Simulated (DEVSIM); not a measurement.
Device: Ni/La2O3/SiO2/n-Si capacitor, at 300 K.

| layer (left to right) | material | thickness (nm) | Nd (cm⁻³) |
|---|---|---|---|
| 1 | La2O3 | 9.10 | - |
| 2 | SiO2 | 0.550 | - |
| 3 | Si | 380 | 2.3e18 |

Metal gate on the left, work function 5.1 eV. Fixed charge at the semiconductor interface 2.6e12 cm⁻² (in units of +e); no interface traps.

Constants are typed, rounded textbook-type inputs, not results; the design itself was drawn at random and stands for no fabricated device. Values at 300 K.

| parameter | La2O3 | SiO2 | Si |
|---|---|---|---|
| gap (eV) | 5.8 | 9 | 1.124 |
| affinity (eV) | 1.8 | 0.9 | 4.05 |
| permittivity | 27 | 3.9 | 11.7 |
| Nc (cm⁻³) | - | - | 2.86e19 |
| Nv (cm⁻³) | - | - | 3.1e19 |

Simulated with DEVSIM: 1D Poisson equation in equilibrium, Boltzmann statistics, complete ionisation; no quantum confinement or tunnelling. Metal contacts follow the ideal Schottky-Mott rule: no Fermi-level pinning, no interface dipoles.

Problem. Tabulate band edges, carrier densities and field at -0.2 V on the gate.

Solution. Energies count from the Fermi level of the right contact; mesh points crowd at the junctions.

```
x (μm)     Ec (eV)  Ev (eV)  n (cm⁻³)  p (cm⁻³)  field (V/cm)
---------  -------  -------  --------  --------  ------------
0.000        3.500   -2.300     < 1e2     < 1e2       -450000
0.0009614    3.457   -2.344     < 1e2     < 1e2       -450000
0.002509     3.386   -2.413     < 1e2     < 1e2       -450000
0.004850     3.281   -2.519     < 1e2     < 1e2       -450000
0.007640     3.154   -2.646     < 1e2     < 1e2       -450000
0.008790     3.102   -2.698     < 1e2     < 1e2       -450000
0.009356     3.907   -5.093     < 1e2     < 1e2      -3100000
0.01017      0.636   -0.488     5.9e8    2.0e11       -620000
0.01169      0.546   -0.578    1.9e10     6.0e9       -570000
0.01457      0.397   -0.727    6.2e12     1.9e7       -470000
0.02002      0.195   -0.929    1.5e16      7700       -270000
0.03619      0.066   -1.058    2.2e18     < 1e2         -2700
0.06104      0.065   -1.059    2.3e18     < 1e2           ≈ 0
0.1082       0.065   -1.059    2.3e18     < 1e2           ≈ 0
0.2293       0.065   -1.059    2.3e18     < 1e2           ≈ 0
0.3056       0.065   -1.059    2.3e18     < 1e2           ≈ 0
0.3474       0.065   -1.059    2.3e18     < 1e2           ≈ 0
0.3679       0.065   -1.059    2.3e18     < 1e2           ≈ 0
0.3810       0.065   -1.059    2.3e18     < 1e2           ≈ 0
0.3856       0.065   -1.059    2.3e18     < 1e2           ≈ 0
0.3881       0.065   -1.059    2.3e18     < 1e2           ≈ 0
0.3896       0.065   -1.059    2.3e18     < 1e2           ≈ 0
```
